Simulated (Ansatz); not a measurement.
Consider this model of amorphous Si$_{60}$P$_{6}$O$_{135}$.

```xyz
201
Lattice="14.0882 -0.1872 -0.0151 -0.1872 14.7805 -0.2279 -0.0151 -0.2279 14.3751" Properties=species:S:1:pos:R:3 pbc="T T T"
Si     5.1229     7.0217     7.5682
Si     6.0174     4.7484     0.6749
Si     9.3634    13.0573     6.5782
Si     4.3411    13.0818     4.1279
Si    12.4878     2.0268     8.4654
Si     5.9602    13.9231    13.5740
Si     5.6096     5.0334     5.2276
Si     2.3067     1.0421     1.7448
Si     0.4496     9.6398     9.5294
Si     5.3719    12.4600     1.4697
Si     3.7529     2.9119    10.1231
Si     6.9719    10.1597     2.8756
Si    12.1010    12.6867     7.6550
Si     5.2420     0.8741     8.5935
Si    13.3995     5.6464     3.0083
Si    12.8976     4.6899     9.8859
Si     4.8154     2.1066     5.8791
Si     6.1650     9.7838     8.0241
Si     8.8863     1.8326     4.6761
Si     7.7188     9.2422     0.0053
Si    10.7529    14.5151     4.0804
Si     5.1618     9.1198    12.5763
Si     3.1207     5.3337     3.6864
Si     7.2136    10.1272    10.6995
Si     3.6802     5.1474     9.4320
Si    12.8196     9.8896     6.9300
Si     1.5559     9.5552     2.8084
Si    13.7908    11.2156     4.2316
Si     9.3750     6.3046    11.5385
Si     7.7816    14.3930     8.8121
Si    10.7041     3.7519    11.8724
Si     8.1723    10.2163     5.7756
Si     7.8732     4.3957     3.3417
Si    10.4680     5.8414     8.5817
Si     6.9021     6.5834    13.0919
Si     1.4787    13.7068    13.6661
Si     7.9707    12.9718    11.5701
Si     3.0976     5.9582     0.9380
Si    13.8320    14.3490     9.2702
Si     1.2898     6.6880    10.4470
Si    10.8100     0.9697    12.8805
Si     2.4730     0.4793     4.9157
Si     9.8744     1.5856    10.1794
Si     4.8642     1.8499    -0.0260
Si     9.6874    13.5062    14.0038
Si    10.3826     7.9953     6.2154
Si     9.7151     9.2047    12.1377
Si    13.2317     8.3234     1.5846
Si    13.5480    14.0343     5.1407
Si     1.2533     7.1108     4.8113
Si     2.8312    13.9184     9.1102
Si     1.4042     3.8140     1.9776
Si    12.5001    10.6967    11.6835
Si     2.3459     7.7504    13.0185
Si     3.1843     0.7429    11.9052
Si     3.8581    11.8949    13.4083
Si    13.0163    13.7465    12.1198
Si     3.1259    10.8247     8.5085
Si    10.5441     3.4192     6.6351
Si     4.2263     9.9684     3.8492
P     10.6168     5.4727     4.2758
P      6.5387     0.3244     4.2384
P      2.8520     8.7805     6.4156
P     10.2033    12.6770     1.6692
P     13.6089     8.5098    13.0209
P     11.7645     9.4869     3.2231
O     11.0025     2.5879    13.0024
O      1.6325    14.4226     0.8497
O     12.8132    13.1011     9.0360
O     10.9812    10.1248    11.6821
O      7.7694     6.3725    11.7174
O     -0.0926    13.5236    13.3521
O      6.1639     8.1396     8.0581
O      9.2730     2.5792     6.0795
O      2.4397     6.0033     5.0152
O      1.2484    14.1130     8.8703
O      5.6378     9.3120     3.4107
O      1.4871     8.1979     3.6861
O      4.7120     5.2154     3.8957
O      2.6736     1.9740    10.9127
O      9.0050    11.5101     6.2972
O      2.8316     6.3910     2.4934
O      9.7183     3.1165    10.7067
O     13.2094     3.3652     8.9914
O     10.6019    13.2891     7.6103
O     11.2766     1.4656     9.3770
O     11.8356     8.6758     6.4768
O      4.6933     5.6610     0.9202
O      7.7671     0.7239     5.1675
O     10.9662     4.3590     5.2990
O      1.2038     2.2593     1.5581
O      5.5575     7.3933    12.7985
O      7.8148     7.3948    14.1963
O     13.6065     0.8396     8.5312
O      5.6251     1.5108     7.1493
O      2.6663     7.2000     0.0350
O     10.8869    13.6907     2.6788
O      4.4261    13.3296     2.5270
O      9.0149     8.8680     6.1866
O      0.8214     8.1198     9.8880
O      9.9499     0.3517    14.1255
O     12.4568     0.0840     4.7845
O      2.4634     0.8392     3.3431
O      3.2361    12.4232     8.5968
O      5.0729     2.0197     9.7455
O      9.8468    13.7071     5.1578
O     12.3433    12.3230    11.6947
O      4.1609     4.3701    10.8293
O     13.9507    -0.2393    11.1111
O      5.5539     6.3583     6.1595
O      6.3898    13.1448     0.4017
O      0.9596     0.3957     5.5370
O     -0.1201    13.0097     4.1738
O      8.2818    13.4310    10.0315
O      9.0259     9.6342    13.5772
O      3.1692     9.8088     2.6252
O      3.0654    13.8138     4.8321
O     -0.0298     4.4388     2.4992
O     11.7602     5.4266     3.2493
O     13.2298    10.0731    13.0332
O     13.0244     8.1151    -0.0780
O     12.4025    10.9549     3.3914
O      4.3023    11.4792     4.4884
O      2.2498    12.3036    13.3460
O     13.9772     6.0806     4.5033
O      7.1931    10.4163     9.0845
O      9.9852    11.3304     2.1928
O      8.2735     2.8391     3.5506
O     11.9139    11.0820     7.5571
O      9.3492     5.2132     3.4233
O      1.0897     8.7966    13.2299
O      1.8412     6.6272    11.9625
O      7.2451    11.5409    11.4990
O     12.1704     0.0928    12.9019
O      3.6811     8.9883     5.1293
O      5.4736     3.2758     0.3675
O     10.1679     7.0163     7.5185
O      4.4818    10.7830    12.4649
O      6.9943    14.0284    12.3246
O      6.1119     0.8404     0.0849
O      4.6478    10.2698     8.4372
O      9.9602     5.0588    12.4469
O      3.6572     7.8421     7.3383
O     12.1258     4.1985    11.2264
O      3.6968     1.5142     1.0538
O      6.6945    10.1978     6.5316
O     10.0946     4.3965     7.8392
O      9.9939     0.6425    11.5021
O     10.1977     1.1542     4.0148
O     13.0660    13.3284     6.5152
O      1.9430    10.3805     9.5219
O      6.3350    11.5866     2.4362
O     10.5883     9.2659     4.0961
O      2.1132     4.6398     0.7350
O     11.8031     2.4416     7.0006
O      6.3574    -0.1907     9.0854
O      4.2159    11.7183     0.5970
O      7.9034    10.3218     4.1876
O     11.7215     9.1865     1.6627
O      8.1237    13.7929     7.3338
O      3.1707     3.6965     8.7633
O      5.9183     9.2542    11.0821
O      4.5032    13.4001    13.0658
O      8.8986    13.4072     1.0618
O      4.3450     1.4992    12.7842
O     11.0334    12.9196     0.2907
O      3.2575     1.6539     5.7616
O     13.5231     6.6973     1.8171
O      9.2758    12.8455    12.5791
O      0.5902     9.3597     1.5354
O      6.9127     0.1494     2.8341
O      1.0971    10.8680     3.6376
O     13.6610    10.5276     5.6967
O     12.0492     5.7543     8.9769
O      2.0995     0.2089    12.9664
O      7.7421     9.4874     1.6302
O      2.5502    10.1625     7.0335
O      5.5201     1.5322     4.4869
O      7.0655     4.7065     1.9824
O      1.4780     8.0670     6.1894
O     13.4882    10.2991    10.4246
O      8.6146     9.3602    10.9484
O      2.4382     3.9091     3.2765
O      6.7512     5.0836    13.7443
O      5.0341     3.7154     5.9794
O      0.2206     5.5049    10.2797
O     10.1365     7.6298    12.0914
O      7.1394     4.8979     4.7030
O      9.6117     6.0421     9.9333
O     10.4733     6.8163     4.9789
O      3.3113    14.2660    10.6409
O      3.8133     0.1397     8.3399
O      5.7088    13.8438     4.7612
O      8.6586     1.0907     9.2334
O     13.1529     7.7926    11.8112
O     13.9029     9.3830     8.0155
O      3.5551     8.6264    12.5035
O      6.2996     9.5960    13.7766
O      2.5551     6.2841     9.4869
O     13.0034     8.5332     3.4528
O      4.9261     5.8446     8.6429
```

The numbers are results of PBE, scalar-relativistic without spin-orbit coupling (plane waves to 420 eV, PAW; Ansatz, an electronic-structure program), not measurements.

It comes from a melt-quench run on a machine-learned potential (CHGNet), relaxed afterwards by DFT. O atoms were pushed apart under 1.9 Å during the dynamics, to hinder bonds among them. The hot cell started wider than the set density and was brought back towards it in steps. It is the lowest in DFT energy of 8 quenches. It is a model cell: composition and starting density were chosen by hand, and all elements were melted together. No dispersion term was used. Its density started from a set value of 2.24 and ended at 2.24 g/cm³. Cooling (nominally 280 K/ps over its main leg) ran many orders faster than in experiment, which tends to leave more defects and strain. A cell of this size samples the disorder only roughly. The volume was held where the preparation left it and the shape relaxed, at a PBE pressure of 1.5 GPa. Stress components on the final sampling reach 1.5 GPa.

Cut-offs for bonds: Si-Si 2.60 Å, Si-P 2.55 Å, Si-O 1.98 Å, P-P 2.50 Å, P-O 1.84 Å, O-O 1.58 Å. Two cations that share two anions don't count as bonded, nor two that share one unless they lie closer than Si-Si 2.38 Å, Si-P 2.33 Å, P-P 2.29 Å.

### Question
Give the coordination numbers, mean bond lengths and angles.

### Answer

The mean coordination of Si by anions is 4.03 (58 with 4, 2 with 5), the mean coordination of P by anions is 4.00 (6 with 4) and the mean coordination of O comes out as 1.97 (4 with 1, 131 with 2). The mean Si-O bond is 1.637 Å (spread 0.033 Å, 242 counted). The mean P-O bond comes out as 1.557 Å (spread 0.047 Å, 24 counted) and the bond angle at Si comes out as mean 109.3°, spread 7.7°. The bond angle at P is mean 109.2°, spread 6.8° and the bond angle at O comes out as mean 136.9°, spread 16.5°.

### Question
Which atoms depart from the most common coordination of their element?

### Answer
Si22 has 5 (O162 1.68 Å, O197 1.68 Å, O198 1.72 Å, O92 1.79 Å, O138 1.80 Å); Si48 has 5 (O168 1.67 Å, O170 1.68 Å, O121 1.69 Å, O159 1.74 Å, O200 1.89 Å); O127 has 1 (P64 1.46 Å); O153 has 1 (P66 1.48 Å); O171 has 1 (P62 1.46 Å); O195 has 1 (P65 1.48 Å).

### Question
List the pairs of like atoms that count as bonded by the rules above.

### Answer
There are none by these rules.
